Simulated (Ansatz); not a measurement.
TiN in the rock salt structure (space group Fm-3m, No. 225)

```
TiN
1.0
    0.00000     2.10198     2.10198
    2.10198     0.00000     2.10198
    2.10198     2.10198     0.00000
N Ti
1 1
Direct
  0.00000   0.00000   0.00000
  0.50000   0.50000   0.50000
```

Level of theory: Ansatz (a first-principles code), PBEsol, PAW, cutoff 420 eV, no spin-orbit coupling. k-mesh 19×19×19 (Γ-centred); smearing 0.05 eV (Fermi–Dirac).

* **Volume per atom**: 9.29 Å³
* **Density**: 5.53 g/cm³
* **Band gap**: zero
* **Total energy**: -1428.112 eV/atom (σ→0; compares only within this code and set-up)

Stability against distortions was not tested. All final runs are without spin polarisation. An odd electron count without spin: TiN.
